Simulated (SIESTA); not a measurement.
## SIESTA run on HfH2 (I4/mmm, 3 atoms in the cell): self-consistent single point

Method: GGA PBEsol, numerical atomic orbitals DZP, PseudoDojo PBEsol standard norm-conserving potentials (rewritten from UPF to PSML) in SIESTA.

Input:

```
# files in the folder: Hf.psml H.psml (PseudoDojo PBEsol standard)
SystemName  HfH2
SystemLabel siesta

NumberOfAtoms                3
NumberOfSpecies              2
%block ChemicalSpeciesLabel
  1 72 Hf
  2 1 H
%endblock ChemicalSpeciesLabel
LatticeConstant              1.0 Ang
%block LatticeVectors
    -1.730705000    1.730705000    2.144800000
     1.730705000   -1.730705000    2.144800000
     1.730705000    1.730705000   -2.144800000
%endblock LatticeVectors
AtomicCoordinatesFormat      Bohr
%block AtomicCoordinatesAndAtomicSpecies
     0.000000000    0.000000000    0.000000000  1
     3.270558453    0.000000000    2.026542296  2
     0.000000000    3.270558453    2.026542296  2
%endblock AtomicCoordinatesAndAtomicSpecies

XC.functional                GGA
XC.authors                   PBEsol
PAO.BasisSize                DZP
PAO.EnergyShift              0.005 Ry
MeshCutoff                   400 Ry
%block kgrid.MonkhorstPack
    9   0   0  0.0
    0   9   0  0.0
    0   0   9  0.0
%endblock kgrid.MonkhorstPack
OccupationFunction           MP
OccupationMPOrder            0
ElectronicTemperature        0.136 eV

MaxSCFIterations             150
SCF.Mixer.Method             Pulay
SCF.Mixer.Weight             0.2
SCF.Mixer.History            8
SCF.DM.Tolerance             1.0E-04
Diag.ParallelOverK           true
WriteForces                  true
```

The program printed (abridged):

```
reinit: Reading from file input.fdf

reinit: System Name: HfH2
reinit: System Label: siesta

coor:   Atomic-coordinates input format  =     Cartesian coordinates
coor:                                            (in Bohr units)

siesta: Atomic coordinates (Bohr) and species
siesta:      0.00000   0.00000   0.00000  1        1
siesta:      3.27056   0.00000   2.02654  2        2
siesta:      0.00000   3.27056   2.02654  2        3

siesta: System type = bulk

initatomlists: Number of atoms, orbitals, and projectors:      3    29    42

siesta: ******************** Simulation parameters ****************************
redata: Spin configuration                          = none
redata: Time-Reversal Symmetry                      = T
redata: Number of Atomic Species                    =        2
redata: Mesh Cutoff                                 =   400.0000 Ry
redata: Net charge of the system                    =     0.0000 |e|
redata: Min. number of SCF Iter                     =        0
redata: Max. number of SCF Iter                     =      150
redata: SCF convergence failure will abort job
redata: SCF mix quantity                            = Hamiltonian
redata: Mix DM or H after convergence               =   F
redata: Recompute H after scf cycle                 =   F
redata: Mix DM in first SCF step                    =   T
redata: No kicks to SCF
redata: DM Mixing Weight for Kicks                  =     0.5000
redata: Require Harris convergence for SCF          =   F
redata: Harris energy tolerance for SCF             =     0.000100 eV
redata: Require DM convergence for SCF              =   T
redata: DM tolerance for SCF                        =     0.000100
redata: Require EDM convergence for SCF             =   F
redata: EDM tolerance for SCF                       =     0.001000 eV
redata: Require H convergence for SCF               =   T
redata: Hamiltonian tolerance for SCF               =     0.001000 eV
redata: Require (free) Energy convergence for SCF   =   F
redata: (free) Energy tolerance for SCF             =     0.000100 eV
redata: Using DFT-D3 dispersion                     =   F
redata: Using Saved Data (generic)                  =   F
redata: Method of Calculation                       = Diagonalization
redata: Electronic Temperature                      =  1578.2145 K
redata: Number of TDED substeps                     =        3
redata: Dynamics option                             = Single-point calculation
redata: Save all siesta data in one NC              =   F
redata: ***********************************************************************

%block SCF.Mixers
  Pulay
%endblock SCF.Mixers

%block SCF.Mixer.Pulay
  # Mixing method
  method pulay
  variant stable

  # Mixing options
  weight 0.2000
  weight.linear 0.2000
  history 8
%endblock SCF.Mixer.Pulay

DM_history_depth set to one: no extrapolation allowed by default for geometry relaxation
Size of DM history Fstack: 1
Total number of electrons:    14.000000
Total ionic charge:    14.000000

* ProcessorY, Blocksize:    1  30

* Orbital distribution balance (max,min):    29    29

 Kpoints in:          405 . Kpoints trimmed:          365

siesta: k-grid: Number of k-points = 365
siesta: k-points from Monkhorst-Pack grid
siesta: k-cutoff (effective) =    14.645 Ang
siesta: k-point supercell and displacements
siesta: k-grid:     9     0     0      0.000
siesta: k-grid:     0     9     0      0.000
siesta: k-grid:     0     0     9      0.000

diag: Algorithm                                     = D&C
diag: Parallel over k                               =   F
diag: Use parallel 2D distribution                  =   F
diag: Parallel block-size                           = 30
diag: Parallel distribution                         =     1 x     1
diag: Used triangular part                          = Lower
diag: Absolute tolerance                            =  0.100E-15
diag: Orthogonalization factor                      =  0.100E-05
diag: Memory factor                                 =  1.0000

superc: Internal auxiliary supercell:     7 x     7 x     9  =     441
superc: Number of atoms, orbitals, and projectors:   1323  12789  18522

                        Single-point calculation

superc: Internal auxiliary supercell:     7 x     7 x     9  =     441
superc: Number of atoms, orbitals, and projectors:   1323  12789  18522

outcell: Unit cell vectors (Ang):
       -1.730705    1.730705    2.144800
        1.730705   -1.730705    2.144800
        1.730705    1.730705   -2.144800

outcell: Cell vector modules (Ang)   :    3.254358    3.254358    3.254358
outcell: Cell angles (23,13,12) (deg):    115.7441    115.7441     97.5444
outcell: Cell volume (Ang**3)        :     25.6976
new_DM -- step:     1
Initializing Density Matrix...

Attempting to read DM from file... Failed...
DM filled with atomic data:

InitMesh: MESH = 36 x 36 x 30 = 38880
InitMesh: Mesh cutoff (required, used) =   400.000   410.568 Ry

stepf: Methfessel-Paxton step function
       Using Hermite-Gauss polynomials of order  0

        iscf     Eharris(eV)        E_KS(eV)     FreeEng(eV)     dDmax    Ef(eV) dHmax(eV)
   scf:    1    -1556.851470    -1565.989515    -1565.995767  1.705385 -3.816980  4.837807
   scf:    2    -1566.795481    -1566.408976    -1566.415339  0.083249 -3.995508  3.224660
   scf:    3    -1566.959720    -1566.755169    -1566.761176  0.156395 -4.389380  0.058654
   scf:    4    -1566.755141    -1566.755155    -1566.761159  0.000342 -4.390414  0.065029
   scf:    5    -1566.755254    -1566.755225    -1566.761298  0.005502 -4.374418  0.008647
   scf:    6    -1566.755227    -1566.755226    -1566.761300  0.000462 -4.375595  0.000574
mix: Pulay -- inversion failed, > SVD [rank/size] 4 / 5
   scf:    7    -1566.755226    -1566.755226    -1566.761300  0.000042 -4.375556  0.000283

SCF Convergence by DM+H criterion
max |DM_out - DM_in|         :     0.0000415075
max |H_out - H_in|      (eV) :     0.0002828564
SCF cycle converged after 7 iterations

Using DM_out to compute the final energy and forces

siesta: E_KS(eV) =            -1566.7552

siesta: E_KS - E_eggbox =     -1566.7552

siesta: Atomic forces (eV/Ang):
     1    0.000000    0.000000    0.000000
     2    0.000261   -0.000261    0.000000
     3   -0.000261    0.000261    0.000000
   Tot    0.000000    0.000000    0.000000
   Max    0.000261
   Res    0.000174    sqrt( Sum f_i^2 / 3N )
   Max    0.000261    constrained

Stress tensor Voigt[x,y,z,yz,xz,xy] (kbar):       18.25       18.25       25.04       -0.11       -0.11       -0.06
(Free)E + p*V (eV/cell)    -1567.0903
Target enthalpy (eV/cell)    -1566.7613

siesta: Program's energy decomposition (eV):
siesta: Ebs     =      -402.991310
siesta: Eions   =      1955.808648
siesta: Ena     =       288.048116
siesta: Ekin    =       426.781814
siesta: Enl     =        65.937982
siesta: Eso     =         0.000000
siesta: Edftu   =         0.000000
siesta: DEna    =        13.100385
siesta: DUscf   =         1.011758
siesta: DUext   =         0.000000
siesta: Ex      =      -375.078358
siesta: Ec      =       -30.748276
siesta: Exc     =      -405.826633
siesta: Eharris =     -1566.755226
siesta: Etot    =     -1566.755226
siesta: FreeEng =     -1566.761300

siesta: Stress tensor (static) (eV/Ang**3):
siesta:     0.011392   -0.000037   -0.000068
siesta:    -0.000037    0.011392   -0.000068
siesta:    -0.000068   -0.000068    0.015627

siesta: Cell volume =         25.697619 Ang**3

siesta: Pressure (static):
siesta:                Solid            Molecule  Units
siesta:          -0.00013945         -0.00013958  Ry/Bohr**3
siesta:          -0.01280384         -0.01281555  eV/Ang**3
siesta:         -20.51400610        -20.53277586  kBar
```

The run converged in 7 iterations.

The starting cell comes from a database of computed structures (which also holds hypothetical and non-ambient phases and stackings), without a prior relaxation at this level. Values carry the incompleteness of an atom-centred basis.
